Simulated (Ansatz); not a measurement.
The starting structures come from a database of crystals and need not be the phases stable at ambient conditions.

 Where the default PAW files enter, the runs use the earlier of Ansatz's two default sets.

Crystal: TlIO$_{3}$ (R3m, not sure to be the ambient phase, 5 atoms a cell, 20.4 Å³ an atom, -4 GPa at this level); planes in its conventional cell.

Method: r2SCAN (plane waves, PAW; Ansatz, an electronic-structure program).

The gap is the functional's own, uncorrected, and κ follows it; spin-orbit coupling is left out. Mid-gap values are interpolated between the computed energies.

```
plane  area of the cell (Å²)  mid-gap κ (1/Å)  largest κ in the gap (1/Å)
-----  ---------------------  ---------------  --------------------------
(110)                   31.2             0.34                        0.35
(001)                   37.0                …                           …
```

The slowest decay depends on the direction. Supply the withheld values.


- (001), mid-gap κ (1/Å): 0.44
- (001), largest κ in the gap (1/Å): 0.46
